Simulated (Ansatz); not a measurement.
Start from TiS2 in the CdI2 type structure (space group P-3m1, No. 164; a = 3.361 Å, c = 5.522 Å; layered, stacked along the Cartesian z axis).

Structures relaxed with PBE-D3(BJ) (Ansatz, an electronic-structure program, PAW, scalar-relativistic without spin-orbit coupling).

Base:

Simulated powder pattern, Cu Kα, λ = 1.54184 Å (kinematic, ideal powder, no thermal factors, no anomalous dispersion; the 10 strongest lines at most, above 2 %, up to 2θ = 90°):

```csv
2θ (°),I/Imax (%),hkl
16.05,42,(001)
34.85,100,(011)
45.27,51,(102)
54.62,27,(110)
57.31,7.1,(111)
59.41,16,(103)
66.44,13,(201)
73.57,11,(022)
76.81,4.8,(113)
84.96,5.7,(023)
```

The change: hydrostatic tension (pressure −2 GPa).

**Question.** How do the reflections move or split?

**Answer.** 
Simulated powder pattern, Cu Kα, λ = 1.54184 Å (kinematic, ideal powder, no thermal factors, no anomalous dispersion; the 10 strongest lines at most, above 2 %, up to 2θ = 90°):

```
2θ (°)  I/Imax (%)    hkl
------  ----------  -----
15.16           64  (001)
34.14          100  (011)
43.67           56  (012)
54.02           28  (110)
56.45          9.6  (111)
56.67           22  (103)
65.47           13  (201)
71.89           11  (202)
88.22           13  (114)
89.85           11  (121)
```

The indices refer to the base's conventional cell; one index is shown for lines that coincide.

Load acts through the strain it causes; cell and atoms are relaxed under it. Stability against distortions was not tested. The base started in P3m1 and relaxed to P-3m1 at this level. The final runs are not spin-polarised.
